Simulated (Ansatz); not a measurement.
## Effect of x(Li) = 0.5, 4 atoms, Imma on Cs

The reference is Cs in the bcc (W type) structure (space group Im-3m, No. 229; a = 6.2752 Å).

The other end (x = 1) is Li in the bcc (W type) structure (space group Im-3m, No. 229): 21.03 Å³/atom, gap zero.

Perturbation: Li replaces 50.0 % of the Cs, ordered in a cell of 4 atoms (starting symmetry Imma) and fully relaxed.

Level of theory: r2SCAN (Ansatz, an electronic-structure program; PAW; 500 eV plane waves; scalar-relativistic without spin-orbit coupling). Γ-centred 11×11×11 mesh, Fermi–Dirac width 0.05 eV.

| quantity | base | changed | shift |
|---|---|---|---|
| volume per atom | 123.55 Å³ | 61.22 Å³ | -62.33 Å³ |
| band gap | zero | zero | – |
| mixing energy (to 0.01 eV only: unlike meshes or grids) | – | +0.15 eV/atom | – |
| deviation of the volume from the linear (Vegard-type) interpolation | – | -15.3 % | – |

Final structure:

```yaml
crystal:
  lattice:
    - [-2.70096, 3.54318, 6.39761]
    - [2.70096, -3.54318, 6.39761]
    - [2.70096, 3.54318, -6.39761]
  atoms:
    - { symbol: Li, position: [0.43995, 0.18995, 0.25000] }
    - { symbol: Cs, position: [0.84797, 0.59797, 0.25000] }
    - { symbol: Cs, position: [0.15203, 0.40203, 0.75000] }
    - { symbol: Li, position: [0.56005, 0.81005, 0.75000] }
```

These are small ordered cells, not random alloys; other orderings at the same x differ. No phonon test of stability was made. The final runs are not spin-polarised.
